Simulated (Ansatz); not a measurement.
Take Cs2AgBiBr6 (space group Fm-3m, No. 225; a = 10.996 Å) as the base. Axes: x, y, z lie along the cube axes.

Modification: uniaxial strain ε_zz = +2.25 %, all other strain components held at zero, atoms relaxed at fixed cell.

Level of theory: LDA/PAW in Ansatz (a first-principles code), without spin-orbit coupling.

Give the band edges at the high-symmetry points of the new zone, measured from its valence-band maximum.


```
point  valence edge (eV)  conduction edge (eV)
-----  -----------------  --------------------
Γ                  -0.62                  1.79
X                   0.00                  2.38
P                  -0.07                  2.44
N                  -1.36                  0.92
M                  -0.19                  2.42
S                  -0.42                  1.95
S₀                 -0.42                  1.95
R                  -0.22                  2.41
G                  -0.22                  2.41
```

The gap is 0.92 eV, indirect, X → N.

With Bi present, leaving out spin-orbit coupling can change the band edges. Whether these cells are dynamically stable was not tested. k-point labels follow each cell's own Brillouin zone.
